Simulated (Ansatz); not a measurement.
MgS (Immm), PBEsol with spin-orbit coupling, rigid bands in Ansatz (an electronic-structure program): Condition of this run: uniaxial stress along [110] of -2 GPa (compression positive) (the target of the relaxation). band gap 2.55 eV, N_c = 6.67e18 cm⁻³ and N_v = 3.35e19 cm⁻³ at 300 K, conductivity masses along y (a = (0.02, 2.61, 2.58) Å; b = (2.61, 0.02, 2.58) Å; c = (2.63, 2.63, 0.00) Å) of 0.315 mₑ (electrons) and 0.681 mₑ (holes). Take k_BT = 0.02585 eV.

Task: A film of it is 3 nm thick, with its normal along the direction named. Estimate the confinement energies in an infinite well.

Result: ħ²π²/(2m t²) = 0.376 eV·nm²/(m/mₑ × t²) gives 133 meV for electrons and 61.4 meV for holes, so the gap would widen to about 2.74 eV. Finite barriers and nonparabolic bands lower this, and with several valleys or bands the heaviest mass along the normal sets the lowest level, not this average.

Task: Find the intrinsic carrier density and the intrinsic Fermi level.

Result: n_i = √(N_c N_v) exp(−E_g/2k_BT) = 1.49e19 × exp(−49.32) = 5.7e-3 cm⁻³. The level lies (k_BT/2) ln(N_v/N_c) = 21 meV from mid-gap (positive towards the conduction band). Each 0.1 eV added to the gap lowers n_i by a factor of 6.9.

Task: What thermal injection velocity √(2k_BT/πm) limits a ballistic channel along the direction named?

Result: 9.59e6 cm/s for electrons and 6.52e6 cm/s for holes, a ratio of √(m_h/m_e) = 1.47, for dilute carriers.

Rigid, parabolic bands with the computed gap; masses take one relaxation time for all states.
